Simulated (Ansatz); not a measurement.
The reference is TiB2 (space group P6/mmm, No. 191; a = 3.0249 Å, c = 3.2238 Å).

The other end (x = 1) is HfB2 (space group P6/mmm, No. 191): 9.88 Å³/atom, gap zero.

Calculations: Ansatz (an electronic-structure program) r2SCAN, no spin-orbit coupling, earlier PAW set.

Hf replaces a fraction x of Ti; each row is one arrangement (x, atoms in the cell, starting space group or random), fully relaxed.

One change was made to it. Results:

| quantity | base | after |
|---|---|---|
| deviation of the volume from the linear (Vegard-type) interpolation | – | +0.4 % |
| mixing energy (to 0.01 eV only: unlike meshes or grids) | – | +0.02 eV/atom |
| shortest interatomic distance | 1.746 Å | 1.739 Å |

Task: Name the change that was made.
A. x(Hf) = 0.5, 12 atoms, Cmcm
B. x(Hf) = 0.25, 12 atoms, Pmmm
C. x(Hf) = 0.75, 12 atoms, Pmmm

Result: B, x(Hf) = 0.25, 12 atoms, Pmmm. For comparison, the shortest interatomic distance in the other runs: x(Hf) = 0.75, 12 atoms, Pmmm gives 1.771 Å; x(Hf) = 0.5, 12 atoms, Cmcm gives 1.780 Å.

These are small ordered cells, not random alloys; other orderings at the same x differ. Stability against distortions was not tested. The final runs are not spin-polarised.
